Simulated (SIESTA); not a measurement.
# Input and output of a self-consistent single point for KNaCl₂ (R-3m, 4 atoms in the cell) (SIESTA)

Method of the run: LDA PW92, numerical atomic orbitals DZP, PseudoDojo LDA standard norm-conserving potentials (rewritten from UPF to PSML) in SIESTA 5.4.2.

Input as run:

```
# files in the folder: K.psml Na.psml Cl.psml (PseudoDojo LDA standard)
SystemName  KNaCl2
SystemLabel siesta

NumberOfAtoms                4
NumberOfSpecies              3
%block ChemicalSpeciesLabel
  1 19 K
  2 11 Na
  3 17 Cl
%endblock ChemicalSpeciesLabel
LatticeConstant              1.0 Ang
%block LatticeVectors
     2.086320000    1.204537000    6.949490000
    -2.086320000    1.204537000    6.949490000
     0.000000000   -2.409075000    6.949490000
%endblock LatticeVectors
AtomicCoordinatesFormat      Ang
%block AtomicCoordinatesAndAtomicSpecies
     0.000000000   -0.000000500   10.424235000  1
     0.000000000    0.000000000    0.000000000  2
    -0.000000000   -0.000000740   15.437583187  3
     0.000000000   -0.000000260    5.410886813  3
%endblock AtomicCoordinatesAndAtomicSpecies

XC.functional                LDA
XC.authors                   PW92
PAO.BasisSize                DZP
PAO.EnergyShift              0.01 Ry
MeshCutoff                   400 Ry
%block kgrid.MonkhorstPack
    8   0   0  0.0
    0   8   0  0.0
    0   0   8  0.0
%endblock kgrid.MonkhorstPack
OccupationFunction           FD
ElectronicTemperature        10 K

MaxSCFIterations             150
SCF.Mixer.Method             Pulay
SCF.Mixer.Weight             0.1
SCF.Mixer.History            6
SCF.DM.Tolerance             1.0E-05
Diag.ParallelOverK           true
WriteForces                  true
Charge.Mulliken              end
```

The program printed (abridged):

```
reinit: Reading from file input.fdf

reinit: System Name: KNaCl2
reinit: System Label: siesta

coor:   Atomic-coordinates input format  =     Cartesian coordinates
coor:                                          (in Angstroms)

siesta: Atomic coordinates (Bohr) and species
siesta:      0.00000  -0.00000  19.69895  1        1
siesta:      0.00000   0.00000   0.00000  2        2
siesta:     -0.00000  -0.00000  29.17280  3        3
siesta:      0.00000  -0.00000  10.22509  3        4

siesta: System type = bulk

initatomlists: Number of atoms, orbitals, and projectors:      4    44    62

siesta: ******************** Simulation parameters ****************************
redata: Spin configuration                          = none
redata: Time-Reversal Symmetry                      = T
redata: Number of Atomic Species                    =        3
redata: Mesh Cutoff                                 =   400.0000 Ry
redata: Net charge of the system                    =     0.0000 |e|
redata: Min. number of SCF Iter                     =        0
redata: Max. number of SCF Iter                     =      150
redata: SCF convergence failure will abort job
redata: SCF mix quantity                            = Hamiltonian
redata: Mix DM or H after convergence               =   F
redata: Recompute H after scf cycle                 =   F
redata: Mix DM in first SCF step                    =   T
redata: No kicks to SCF
redata: DM Mixing Weight for Kicks                  =     0.5000
redata: Require Harris convergence for SCF          =   F
redata: Harris energy tolerance for SCF             =     0.000100 eV
redata: Require DM convergence for SCF              =   T
redata: DM tolerance for SCF                        =     0.000010
redata: Require EDM convergence for SCF             =   F
redata: EDM tolerance for SCF                       =     0.001000 eV
redata: Require H convergence for SCF               =   T
   [... lines left out ...]
diag: Parallel distribution                         =     1 x     1
diag: Used triangular part                          = Lower
diag: Absolute tolerance                            =  0.100E-15
diag: Orthogonalization factor                      =  0.100E-05
diag: Memory factor                                 =  1.0000

superc: Internal auxiliary supercell:     7 x     7 x     7  =     343
superc: Number of atoms, orbitals, and projectors:   1372  15092  21266

                        Single-point calculation

superc: Internal auxiliary supercell:     7 x     7 x     7  =     343
superc: Number of atoms, orbitals, and projectors:   1372  15092  21266

outcell: Unit cell vectors (Ang):
        2.086320    1.204537    6.949490
       -2.086320    1.204537    6.949490
        0.000000   -2.409075    6.949490

outcell: Cell vector modules (Ang)   :    7.355206    7.355206    7.355206
outcell: Cell angles (23,13,12) (deg):     32.9566     32.9566     32.9566
outcell: Cell volume (Ang**3)        :    104.7865
new_DM -- step:     1
Initializing Density Matrix...

Attempting to read DM from file... Failed...
DM filled with atomic data:

InitMesh: MESH = 90 x 90 x 90 = 729000
InitMesh: Mesh cutoff (required, used) =   400.000   463.534 Ry

stepf: Fermi-Dirac step function
        iscf     Eharris(eV)        E_KS(eV)     FreeEng(eV)     dDmax    Ef(eV) dHmax(eV)
   scf:    1    -2957.790974    -2953.028753    -2953.028753  0.545316 -4.787664  2.759685
   scf:    2    -2953.134141    -2953.082458    -2953.082458  0.028577 -5.054280  2.368267
   scf:    3    -2953.274233    -2953.200624    -2953.200624  0.136299 -6.431505  0.688496
   scf:    4    -2953.209602    -2953.207081    -2953.207081  0.038180 -7.013762  0.143810
   scf:    5    -2953.208042    -2953.207593    -2953.207593  0.005672 -6.936382  0.079088
   scf:    6    -2953.207781    -2953.207711    -2953.207711  0.001352 -6.960433  0.069036
   scf:    7    -2953.207894    -2953.207816    -2953.207816  0.004520 -6.927802  0.011831
   scf:    8    -2953.207808    -2953.207812    -2953.207812  0.000532 -6.933681  0.018917
   scf:    9    -2953.207824    -2953.207819    -2953.207819  0.001262 -6.919129  0.001459
   scf:   10    -2953.207819    -2953.207819    -2953.207819  0.000083 -6.917996  0.000047
   scf:   11    -2953.207819    -2953.207819    -2953.207819  0.000002 -6.917990  0.000043
SCF Convergence by DM+H criterion
max |DM_out - DM_in|         :     0.0000021326
max |H_out - H_in|      (eV) :     0.0000433922
SCF cycle converged after 11 iterations

Using DM_out to compute the final energy and forces

siesta: E_KS(eV) =            -2953.2078

siesta: E_KS - E_eggbox =     -2953.2078

siesta: Atomic forces (eV/Ang):
     1   -0.000000   -0.000000    0.000000
     2    0.000000   -0.000000   -0.000000
     3    0.000000   -0.000000    0.009084
     4    0.000000    0.000000   -0.009084
   Tot    0.000000   -0.000000    0.000000
   Max    0.009084
   Res    0.003708    sqrt( Sum f_i^2 / 3N )
   Max    0.009084    constrained

Stress tensor Voigt[x,y,z,yz,xz,xy] (kbar):       18.40       18.40       22.77       -0.00       -0.00       -0.00
(Free)E + p*V (eV/cell)    -2954.5066
Target enthalpy (eV/cell)    -2953.2078

siesta: Program's energy decomposition (eV):
siesta: Ebs     =      -643.704441
siesta: Eions   =      4662.330216
siesta: Ena     =      1104.644242
siesta: Ekin    =      1338.766292
siesta: Enl     =      -163.367720
siesta: Eso     =         0.000000
siesta: Edftu   =         0.000000
siesta: DEna    =        23.716240
siesta: DUscf   =         0.466062
siesta: DUext   =         0.000000
siesta: Ex      =      -533.263376
siesta: Ec      =       -61.839343
siesta: Exc     =      -595.102719
siesta: Eharris =     -2953.207819
siesta: Etot    =     -2953.207819
siesta: FreeEng =     -2953.207819

siesta: Stress tensor (static) (eV/Ang**3):
siesta:     0.011487    0.000000   -0.000000
siesta:    -0.000000    0.011487   -0.000000
siesta:    -0.000000   -0.000000    0.014210

siesta: Cell volume =        104.786509 Ang**3

siesta: Pressure (static):
siesta:                Solid            Molecule  Units
siesta:          -0.00013499         -0.00013815  Ry/Bohr**3
siesta:          -0.01239445         -0.01268418  eV/Ang**3
siesta:         -19.85809681        -20.32230353  kBar

mulliken: Atomic and Orbital Populations:

Species: K
Atom  Qatom  Qorb
               3s      4s      4s      3py     3pz     3px     4py     4pz
               4px
   1  8.770   1.994   0.306   0.007   2.021   2.019   2.021   0.122   0.159
              0.122

Species: Na
Atom  Qatom  Qorb
               2s      3s      3s      2py     2pz     2px     3py     3pz
               3px
   2  9.071   1.991   0.561  -0.149   2.014   2.016   2.014   0.215   0.193
              0.215

Species: Cl
Atom  Qatom  Qorb
               3s      3s      3py     3pz     3px     3py     3pz     3px
               3Pdxy   3Pdyz   3Pdz2   3Pdxz   3Pdx2-y2
   3  7.079   1.681   0.108   1.759   1.780   1.759  -0.001  -0.014  -0.001
              0.002   0.003   0.001   0.003   0.002
   4  7.079   1.681   0.108   1.759   1.780   1.759  -0.001  -0.014  -0.001
              0.002   0.003   0.001   0.003   0.002

mulliken: Qtot =       32.000

Mulliken Atomic Populations:
Atom #   charge [q] valence [e]  Species
     1     0.229736    8.770264  K
     2    -0.071314    9.071314  Na
     3    -0.079211    7.079211  Cl
     4    -0.079211    7.079211  Cl
 Total    -0.000000
```

The run converged in 11 iterations.

The starting cell comes from a database of computed structures (which also holds hypothetical and non-ambient phases and stackings), without a prior relaxation at this level. Values carry the incompleteness of an atom-centred basis.

Cost on one core of a shared machine: roughly 2 min.
